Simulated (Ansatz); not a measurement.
**WGe in the rock salt structure (space group Fm-3m, No. 225; a hypothetical phase, not in the database extracts checked)**

Space group Fm-3m (No. 225); a = 5.1558 Å, b = 5.1558 Å, c = 5.1558 Å, α = 90.00°, β = 90.00°, γ = 90.00°

```
atom  site  symmetry       x       y       z
----  ----  --------  ------  ------  ------
Ge      4a      m-3m  0.0000  0.0000  0.0000
W       4b      m-3m  0.5000  0.5000  0.5000
```
(The calculation used a cell of 2 atoms; values per cell refer to that cell.)

Calculations: DFT with PBE, PAW potentials and a 420 eV plane-wave cutoff in Ansatz (a program for electronic structure), no spin-orbit coupling. Settings: 16×16×16 k-points, 0.05 eV Fermi–Dirac smearing.

- Volume per atom: 17.13 Å³
- Density: 12.43 g/cm³
- Band gap: zero
- Total energy: -7339.028 eV/atom (σ→0; compares only within this code and set-up)

No phonon test of stability was made. All final runs are without spin polarisation. WGe has a high density of states at the Fermi level and may be magnetic at this level.
